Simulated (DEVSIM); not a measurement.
Structure: Schottky contact on p-type GaAs, at 300 K.

Layer 1 from the left is GaAs, thickness (μm) 2.90, Na (cm⁻³) 3.3e15, τn (s) 3.9e-10, τp (s) 3.9e-10.

Left contact: Schottky, work function 4.614 eV, emission velocity 1.2e7 cm/s. Right contact: ohmic. Voltage is applied to the left contact. Recombination: SRH at mid-gap. Mobility is μmin + (μ − μmin)/(1 + (N/Nref)^α).

This is a model device: material constants are rounded textbook-type values typed into the input, and sizes, dopings and lifetimes were drawn at random. Values at 300 K.

GaAs: gap (eV) 1.424, affinity (eV) 4.07, permittivity 12.9, Nc (cm⁻³) 4.7e17, Nv (cm⁻³) 9e18, μn (cm²/Vs) 8500, μp (cm²/Vs) 400, μn,min 500, μp,min 20, Nref,n 6e16, Nref,p 1.5e17, αn 0.39, αp 0.38.

Problem. Estimate by hand the built-in potential, the peak field at zero bias, the capacitance at 3 V, and compare with a numerical solution.

Solution. 
- Built-in potential: barrier φB = 0.880 eV; Vbi = φB − kT/q ln(N_band/N) = 0.675 V; numerical 0.675 V.
- Peak field at zero bias: depletion approximation: W = √(2εVbi/(qN)) = 0.540 μm with N = 3.30e15 cm⁻³; field = 2Vbi/W = 25000 V/cm; numerical 24500 V/cm (estimate above by 2.1 %).
- Capacitance at 3 V: C = √(qεN / 2(Vbi + |V|)) = 9.06 nF/cm²; numerical 9.10 nF/cm².

Simulated with DEVSIM: 1D drift-diffusion, Boltzmann statistics, complete ionisation; no tunnelling, impact ionisation, image-force lowering or self-heating. Metal contacts follow the ideal Schottky-Mott rule: no Fermi-level pinning, no interface dipoles.
